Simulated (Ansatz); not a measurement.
The starting structures come from a database of crystals and need not be the phases stable at ambient conditions.

 Where the default PAW files enter, the runs use the earlier of Ansatz's two default sets.

Tunnelling through a barrier is set by its complex band structure: the current falls as exp(−2κd) with the smallest κ.

Given:

```yaml
crystal:
  lattice:
    - [4.05924, 0.00000, 0.00000]
    - [0.00000, 10.11504, 0.00000]
    - [0.00000, 0.00000, 8.44443]
  atoms:
    - { symbol: Sb, position: [0.73024, 0.37628, 0.62492] }
    - { symbol: Sb, position: [0.23024, 0.62372, 0.37508] }
    - { symbol: Sb, position: [0.23024, 0.87628, 0.87508] }
    - { symbol: Sb, position: [0.73024, 0.12372, 0.12492] }
    - { symbol: S, position: [0.73023, 0.45176, 0.34217] }
    - { symbol: S, position: [0.23023, 0.54824, 0.65783] }
    - { symbol: S, position: [0.23023, 0.95176, 0.15783] }
    - { symbol: S, position: [0.73023, 0.04824, 0.84217] }
    - { symbol: I, position: [0.73023, 0.67067, 0.00962] }
    - { symbol: I, position: [0.23023, 0.32933, 0.99038] }
    - { symbol: I, position: [0.23023, 0.17067, 0.49038] }
    - { symbol: I, position: [0.73023, 0.82933, 0.50962] }
```

Space group of this cell: Pnma. The cell was relaxed by PBE-D3(BJ); by PBEsol its mean pressure is -0.5 GPa.

Transport runs along the normal of the first two printed cell vectors.

No gap correction and no spin-orbit coupling; mid-gap values are interpolated between computed energies.

### Question
Compute, with PBEsol (Ansatz, an electronic-structure program), the band gap and the smallest decay constant κ at mid-gap.

### Answer
Gap 1.51 eV on a 8×4×4 mesh; κ = 0.186 1/Å, at (0.250, 0.000) of the in-plane reciprocal vectors. At the zone centre, at the nearest computed energy, the slowest state has κ = 0.22 1/Å.
